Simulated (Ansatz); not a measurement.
A periodic model of amorphous Si₃₀C₁₈N₁₆:

```xyz
64
Lattice="9.2363 0.0000 0.0000 0.0000 9.2363 0.0000 0.0000 0.0000 9.2363" Properties=species:S:1:pos:R:3 pbc="T T T"
Si     5.6372     3.6514     3.9556
Si     1.0669     7.1787     4.7620
Si     3.8919     2.7392     7.3947
Si     7.7838     6.6696     6.0737
Si     3.0291     2.2307     4.1838
Si     4.8533     5.7434     6.9698
Si     1.4526     6.0749     2.1185
Si     4.2399     5.4674     1.0493
Si     7.1100     0.2101     1.1692
Si     9.1103     2.1964     8.5220
Si     9.1969     1.4837     3.3782
Si     3.0876     4.7798     3.6940
Si     0.4286     4.9688     6.9969
Si     8.9329     7.5304     8.9037
Si     5.5134     3.5430     0.6883
Si     4.0485     7.9731     8.3781
Si     8.2153     9.0764     6.1247
Si     2.1987     3.2905     0.7275
Si     2.4183     7.2322     6.8405
Si     6.2563     1.2322     7.9074
Si     5.4929     6.6882     3.8177
Si     6.4219     6.3729     0.7839
Si     7.8916     2.4559     5.6330
Si     1.6161     0.7184     8.5892
Si     7.0605     4.2384     7.8727
Si     4.9702     0.3563     5.8877
Si     4.1535     0.8589     1.0187
Si     8.4963     4.0310     1.5593
Si     8.8361     7.8450     2.5263
Si     8.2861     5.2872     3.9991
C      4.1374     1.7861     2.6446
C      8.5607     3.3640     7.1416
C      0.0504     5.7311     5.3827
C      5.0932     2.7619     2.3911
C      7.5392     3.5548     4.1052
C      2.7023     4.7820     1.7099
C      7.8124     0.8636     8.7936
C      4.1307     7.1594     6.0666
C      8.5108     9.0366     7.9610
C      0.4830     3.2583     0.5772
C      7.0671     4.6328     0.5207
C      1.9352     8.6669     0.6377
C      5.6302     2.9532     8.0982
C      2.2639     5.2811     7.1900
C      3.4163     4.5368     7.1707
C      4.8213     7.9347     5.0825
C      1.0577     7.5814     1.0431
C      3.1113     1.9605     8.9777
N      5.0229     0.0078     7.6672
N      6.5354     5.4834     6.7247
N      2.2031     6.3088     3.6971
N      7.5801     7.6445     0.9579
N      3.3790     8.5195     0.7218
N      8.1646     2.8891     2.9123
N      3.8223     1.7473     5.7901
N      5.2593     6.5125     2.0609
N      8.7948     6.2472     7.8135
N      4.7498     5.1225     4.2119
N      8.9293     1.1737     5.0808
N      7.1807     6.6204     4.1703
N      6.6902     1.1124     6.1509
N      4.9575     6.4438     8.8072
N      9.0828     5.4048     2.4472
N      8.3001     0.2652     2.4904
```

Method: PBE, scalar-relativistic without spin-orbit coupling (plane waves to 420 eV, PAW; Ansatz, a quantum-chemistry and plane-wave program). In the spin-polarised cell the level spacing at the Fermi energy can part levels of unlike spin.

A CHGNet melt-quench gave the starting glass, which DFT then relaxed. N atoms were pushed apart under 1.9 Å during the dynamics, to hinder bonds among them. The hot cell started wider than the set density and was brought back towards it in steps. It is the lowest in DFT energy of 2 quenches. It is a model cell: composition and starting density were chosen by hand, and all elements were melted together. No dispersion term was used. Its density started from a set value of 2.55 and ended at 2.70 g/cm³. The quench (nominally 200 K/ps over its main leg) was far faster than any real one, so the model tends to hold more defects than a real film. One small periodic cell is one sample of the glass; other quenches scatter about these values. The volume was free in the relaxation, at fixed shape. Stress components on the final sampling reach 3.8 GPa. On a 2×2×2 Γ-centred mesh force components of up to 0.36 eV/Å stay, since the relaxation ran on the zone centre alone.

Bonds are counted up to Si-Si 2.60 Å, Si-C 2.19 Å, Si-N 2.20 Å, C-C 1.78 Å, C-N 1.76 Å, N-N 1.70 Å. Two cations that share two anions don't count as bonded, nor two that share one unless they lie closer than Si-Si 2.38 Å, Si-C 2.00 Å, C-C 1.63 Å.

### Question
Give the coordination numbers, mean bond lengths and angles.

### Answer

```
Property                                               Result
-----------------------  ------------------------------------
Mean coordination of Si  3.80 (8 with 3, 20 with 4, 2 with 5)
Mean coordination of C              3.50 (9 with 3, 9 with 4)
Mean coordination of N             3.19 (13 with 3, 3 with 4)
Mean Si-C bond           1.885 Å (spread 0.065 Å, 51 counted)
Mean Si-N bond           1.812 Å (spread 0.084 Å, 49 counted)
Mean Si-Si bond           2.443 Å (spread 0.114 Å, 7 counted)
Mean C-C bond             1.433 Å (spread 0.052 Å, 5 counted)
Bond angle at Si                    mean 107.5°, spread 17.3°
Bond angle at C                     mean 112.2°, spread 13.4°
Bond angle at N                     mean 113.8°, spread 16.5°
```

### Question
List the pairs of like atoms that count as bonded by the rules above.

### Answer
Si2-Si19 (2.48 Å), Si4-Si17 (2.45 Å), Si5-Si12 (2.60 Å), Si7-Si29 (2.59 Å), Si8-Si15 (2.34 Å), Si10-Si24 (2.29 Å), Si16-Si19 (2.36 Å), C31-C34 (1.39 Å), C37-C39 (1.52 Å), C38-C46 (1.43 Å), C42-C47 (1.45 Å), C44-C45 (1.37 Å).
